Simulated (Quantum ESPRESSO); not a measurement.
The steps of a band-structure calculation for Ag (Fm-3m, 1 atom in the cell) with Quantum ESPRESSO.

Level of theory: PBE, PseudoDojo stringent norm-conserving (PBE) pseudopotentials (plane waves; Quantum ESPRESSO).

Step 1 (scf):

```fortran
&CONTROL
 calculation = 'scf',
 prefix = 'ag',
 outdir = './tmp/',
 pseudo_dir = './',
 tprnfor = .true.,
 tstress = .true.,
/
&SYSTEM
 ibrav = 2,
 celldm(1) = 7.5893593247,
 nat = 1,
 ntyp = 1,
 ecutwfc = 85,
 occupations = 'smearing',
 smearing = 'marzari-vanderbilt',
 degauss = 0.0036749,
/
&ELECTRONS
 conv_thr = 1e-10,
 mixing_beta = 0.7,
/
ATOMIC_SPECIES
Ag   107.8682  Ag.upf
ATOMIC_POSITIONS {crystal}
Ag    0.0000000000    0.0000000000    0.0000000000
K_POINTS {automatic}
11 11 11  0 0 0
```

Step 2 (bands):

```fortran
&CONTROL
 calculation = 'bands',
 prefix = 'ag',
 outdir = './tmp/',
 pseudo_dir = './',
 verbosity = 'high',
/
&SYSTEM
 ibrav = 2,
 celldm(1) = 7.5893593247,
 nat = 1,
 ntyp = 1,
 ecutwfc = 85,
 occupations = 'smearing',
 smearing = 'marzari-vanderbilt',
 degauss = 0.0036749,
 nbnd = 16,
/
&ELECTRONS
 conv_thr = 1e-10,
 startingwfc = 'random',
 diago_thr_init = 1.0d-6,
/
ATOMIC_SPECIES
Ag   107.8682  Ag.upf
ATOMIC_POSITIONS {crystal}
Ag    0.0000000000    0.0000000000    0.0000000000
K_POINTS {crystal_b}
12
  0.00000000   0.00000000   0.00000000  16  ! G
  0.50000000   0.00000000   0.50000000   8  ! X
  0.50000000   0.25000000   0.75000000   6  ! W
  0.37500000   0.37500000   0.75000000  17  ! K
  0.00000000   0.00000000   0.00000000  14  ! G
  0.50000000   0.50000000   0.50000000  10  ! L
  0.62500000   0.25000000   0.62500000   6  ! U
  0.50000000   0.25000000   0.75000000  11  ! W
  0.50000000   0.50000000   0.50000000  10  ! L
  0.37500000   0.37500000   0.75000000   1  ! K
  0.62500000   0.25000000   0.62500000   6  ! U
  0.50000000   0.00000000   0.50000000   1  ! X
```

Step 3 (bands.x):

```fortran
&BANDS
 prefix = 'ag',
 outdir = './tmp/',
 filband = 'bands.dat',
 lsym = .false.,
/
```

Output of bands (abridged):

```
     Atomic positions and unit cell read from directory:
     ./tmp/ag.save/
     G-vector sticks info
     --------------------
     sticks:   dense  smooth     PW     G-vecs:    dense   smooth      PW
     Sum         673     673    199                11575    11575    1917

     bravais-lattice index     =            2
     lattice parameter (alat)  =       7.5894  a.u.
     unit-cell volume          =     109.2837 (a.u.)^3
   [... lines left out ...]

     site n.     atom                  positions (cryst. coord.)
         1        Ag     tau(   1) = (  0.0000000  0.0000000  0.0000000  )

     number of k points=   106  Marzari-Vanderbilt smearing, width (Ry)=  0.0037
                       cart. coord. in units 2pi/alat
        k(    1) = (   0.0000000   0.0000000   0.0000000), wk =   0.0188679
        k(    2) = (  -0.0625000   0.0000000   0.0000000), wk =   0.0188679
        k(    3) = (  -0.1250000   0.0000000   0.0000000), wk =   0.0188679
   [... 103 lines left out ...]

     Dense  grid:    11575 G-vectors     FFT dimensions: (  32,  32,  32)

     The potential is recalculated from file :
     ./tmp/ag.save/charge-density

     Band Structure Calculation
     Davidson diagonalization with overlap

     ethr =  1.00E-06,  avg # of iterations = 15.9

     End of band structure calculation

          k = 0.0000 0.0000 0.0000 (  1459 PWs)   bands (ev):

   -73.5076 -36.8769 -36.8769 -36.8769  10.4722  13.6540  13.6540  13.6540
    14.7917  14.7917  34.9567  38.8022  38.8022  38.8022  43.6358  44.8284

          k =-0.0625 0.0000 0.0000 (  1455 PWs)   bands (ev):

   -73.5073 -36.8788 -36.8776 -36.8776  10.5151  13.6360  13.6703  13.6703
    14.7735  14.7993  34.9755  38.6029  38.7077  38.7077  43.9349  44.7335

   [... 104 blocks of this kind left out ...]
```

Output of bands.x (abridged):

```
     Reading xml data from directory:

     ./tmp/ag.save/

     G-vector sticks info
     --------------------
     sticks:   dense  smooth     PW     G-vecs:    dense   smooth      PW
     Sum         673     673    199                11575    11575    1917

     Reading collected, re-writing distributed wavefunctions
     high-symmetry point:  0.0000 0.0000 0.0000   x coordinate   0.0000
     high-symmetry point: -1.0000 0.0000 0.0000   x coordinate   1.0000
     high-symmetry point: -1.0000 0.5000 0.0000   x coordinate   1.5000
     high-symmetry point: -0.7500 0.7500 0.0000   x coordinate   1.8536
     high-symmetry point:  0.0000 0.0000 0.0000   x coordinate   2.9142
     high-symmetry point: -0.5000 0.5000 0.5000   x coordinate   3.7802
     high-symmetry point: -1.0000 0.2500 0.2500   x coordinate   4.3926
     high-symmetry point: -1.0000 0.5000 0.0000   x coordinate   4.7462
     high-symmetry point: -0.5000 0.5000 0.5000   x coordinate   5.4533
     high-symmetry point: -0.7500 0.7500 0.0000   x coordinate   6.0656
     high-symmetry point: -1.0000 0.2500 0.2500   x coordinate   6.0656
     high-symmetry point: -1.0000 0.0000 0.0000   x coordinate   6.4192

     Plottable bands (eV) written to file bands.dat.gnu
     Bands written to file bands.dat

   JOB DONE.
```

The starting cell comes from a database of computed structures (which also holds hypothetical and non-ambient phases and stackings), without a prior relaxation at this level. Its lattice was rescaled by a random factor within 2.5 % of one.
